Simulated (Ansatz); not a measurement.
System: C11b MoSi2. Method: PBEsol-D3(BJ) (Ansatz, a program for electronic structure, plane waves, PAW).

Run with plane-wave cutoff 520 eV, 24×24×24 k mesh, Fermi–Dirac smearing 0.05 eV, no spin polarisation, scalar-relativistic PAW data made under PBE.

Computed at the level's own relaxed cell.

### Question
What does this level give for the equilibrium volume per atom, bulk modulus B0, equilibrium lattice constant a, c axis length and pressure derivative B′ of the bulk modulus?

### Answer

* **equilibrium volume per atom**: 12.88 Å³/atom
* **bulk modulus B0**: 235 GPa
* **equilibrium lattice constant a**: 3.156 Å
* **c axis length**: 7.755 Å
* **pressure derivative B′ of the bulk modulus**: 4.4

The run finds no gap.

Measured, for comparison: bulk modulus 222 ± 2 GPa (room temperature, not corrected to a static lattice, B' = 4; as tabulated in Structural stability of MoSi2 and Mo5Si3 under high pressure, Chin. Phys. B 26 …); lattice constant a 3.205 Å, lattice parameter c 7.845 Å (temperature not stated, not corrected to a static lattice; as tabulated in Pavlosiuk et al. (2022), arXiv:2202.05362). Computed (rounded) less measured: bulk modulus +6 %, lattice constant a -1.5 %, lattice parameter c -1.1 %. A static lattice is as a rule a little smaller and stiffer than an uncorrected measurement, which narrows the difference in the bulk modulus, lattice constant a, lattice parameter c and would widen misses of the other sign.

Note: the bulk modulus comes from volumes at which shape and atoms were relaxed.

Static lattice: no zero-point or thermal effects.
